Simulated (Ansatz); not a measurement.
The reference is AlN in the wurtzite structure (space group P6_3mc, No. 186; a = 3.107 Å, c = 4.978 Å).

All numbers come from plane-wave PAW DFT at the r2SCAN level (Ansatz, a first-principles code, 500 eV), spin-orbit coupling left out.

Perturbation: the cell is scaled by 1.0231 in all directions, atoms relaxed at fixed cell.

Problem. What does the calculation give for the energy relative to the base after the change?

Solution. The energy goes up by 31 meV/atom.

Problem. Estimate the effect on the mean gap deformation potential ΔEg/Δln V.

Solution. The mean gap deformation potential ΔEg/Δln V amounts to -8.9 eV.

The cells carry an imposed strain or load. Whether these cells are dynamically stable was not tested.
